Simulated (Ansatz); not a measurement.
Consider InAs in the zinc blende structure (space group F-43m, No. 216; a = 6.110 Å). Axes: x, y, z lie along the cube axes.

The values are results of r2SCAN (Ansatz, an electronic-structure program; PAW; 500 eV plane waves; spin-orbit coupling left out), not measurements.

It is then changed as follows: the cell is compressed by 2.50 % along z with no lateral relaxation; the atoms relax in the strained cell.

Predict the stress tensor and what it implies for the stiffness.

Stress of the strained cell less that of the base (GPa, compression positive):
```
   1.23    0.00    0.00
   0.00    1.23    0.00
   0.00    0.00    2.11
```

Then −Δσ_ii/ε with ε = -0.0250 gives secant stiffness values (nonlinear terms included at this strain): C33 ≈ 84 GPa, C13 ≈ 49 GPa and C23 ≈ 49 GPa.

As a check, the harmonic strain energy −½ V₀ Δσ:ε is 4.7 meV/atom; the computed energy rise is 4.6 meV/atom.

No phonon test of stability was made.
